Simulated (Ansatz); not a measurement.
PbS: H interstitial (started 2.60 Å from the nearest host atom), symmetric start

Start from an 8-atom supercell of PbS in the rock salt structure (space group Fm-3m, No. 225; a = 6.009 Å) at its relaxed geometry.

Now apply this change: a neutral H interstitial (started 2.60 Å from the nearest host atom), symmetric start, atoms relaxed at fixed cell.

The values are results of Ansatz (a first-principles code), PBE, PAW, cutoff 420 eV, scalar-relativistic without spin-orbit coupling, not measurements. Γ-centred 4×4×4 mesh, Fermi–Dirac width 0.01 eV.

```json
[
 {"quantity": "largest displacement of a host atom from its site in the perfect cell", "base": "–", "changed": "0.10 Å", "shift": "–"}
]
```

Final structure:

```xyz
9
Lattice="-6.0089 0.0000 0.0000 0.0000 0.0000 6.0089 0.0000 6.0089 0.0000" Properties=species:S:1:pos:R:3 pbc="T T T"
S      0.0592    -0.0592    -0.0592
S     -3.0636     3.0636    -0.0592
S     -3.0636    -0.0592     3.0636
S      0.0592     3.0636     3.0636
Pb    -2.9698     2.9698     2.9698
Pb    -0.0347     0.0347     2.9698
Pb    -0.0347     2.9698     0.0347
Pb    -2.9698     0.0347     0.0347
H     -1.5022     1.5022     1.5022
```

Other magnetic orders, which the real material may have, were not ruled out. In so small a cell the defect repeats every few ångströms: this is an ordered compound, not a dilute defect. The defect started on the symmetric site and kept its symmetry, so it may sit on a saddle. The defect cell is spin-polarised and ends with 1.0 μB.
